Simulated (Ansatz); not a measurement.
The structure below was relaxed with PBEsol/PAW in Ansatz (an electronic-structure program), without spin-orbit coupling, at pressure 0.7 GPa.

Space group C2/c (No. 15); a = 12.7728 Å, b = 4.8760 Å, c = 5.5392 Å, α = γ = 90.00°, β = 104.60°

```json
[
 {"atom": "Nb", "site": "8f", "symmetry": "1", "x": "0.3597", "y": "0.2590", "z": "0.2465"},
 {"atom": "O", "site": "8f", "symmetry": "1", "x": "0.2058", "y": "0.0711", "z": "0.1280"},
 {"atom": "O", "site": "4e", "symmetry": "2", "x": "0.0000", "y": "0.1032", "z": "0.7500"},
 {"atom": "O", "site": "8f", "symmetry": "1", "x": "0.3899", "y": "0.0529", "z": "0.5260"}
]
```

Task: Write out a cell with all atoms.

Result: 
```cif
data_Nb8O20
_chemical_formula_sum 'Nb8 O20'
_space_group_name_H-M_alt 'P 1'
_space_group_IT_number 1
_cell_length_a 12.77278
_cell_length_b 4.87596
_cell_length_c 5.53916
_cell_angle_alpha 90.000
_cell_angle_beta 104.596
_cell_angle_gamma 90.000
loop_
_space_group_symop_operation_xyz
  'x, y, z'
loop_
_atom_site_label
_atom_site_type_symbol
_atom_site_fract_x
_atom_site_fract_y
_atom_site_fract_z
_atom_site_occupancy
Nb1 Nb 0.35966 0.74103 0.74651 1
Nb2 Nb 0.14034 0.75897 0.25349 1
Nb3 Nb 0.14034 0.24103 0.75349 1
Nb4 Nb 0.35966 0.25897 0.24651 1
O1 O 0.20577 0.92890 0.62801 1
O2 O 0.29423 0.57110 0.37199 1
O3 O 0.29423 0.42890 0.87199 1
O4 O 0.20577 0.07110 0.12801 1
O5 O 0.00000 0.89680 0.25000 1
O6 O 0.00000 0.10320 0.75000 1
O7 O 0.11009 0.44712 0.47402 1
O8 O 0.38991 0.05288 0.52598 1
O9 O 0.38991 0.94712 0.02598 1
O10 O 0.11009 0.55288 0.97402 1
Nb5 Nb 0.85966 0.24103 0.74651 1
Nb6 Nb 0.64034 0.25897 0.25349 1
Nb7 Nb 0.64034 0.74103 0.75349 1
Nb8 Nb 0.85966 0.75897 0.24651 1
O11 O 0.70577 0.42890 0.62801 1
O12 O 0.79423 0.07110 0.37199 1
O13 O 0.79423 0.92890 0.87199 1
O14 O 0.70577 0.57110 0.12801 1
O15 O 0.50000 0.39680 0.25000 1
O16 O 0.50000 0.60320 0.75000 1
O17 O 0.61009 0.94712 0.47402 1
O18 O 0.88991 0.55288 0.52598 1
O19 O 0.88991 0.44712 0.02598 1
O20 O 0.61009 0.05288 0.97402 1
```
This is the conventional cell.

Load acts through the strain it causes; cell and atoms are relaxed under it. Whether these cells are dynamically stable was not tested. The cell was made from Nb2O5 (space group C2/c, No. 15) by this change: pressure 0.7 GPa.
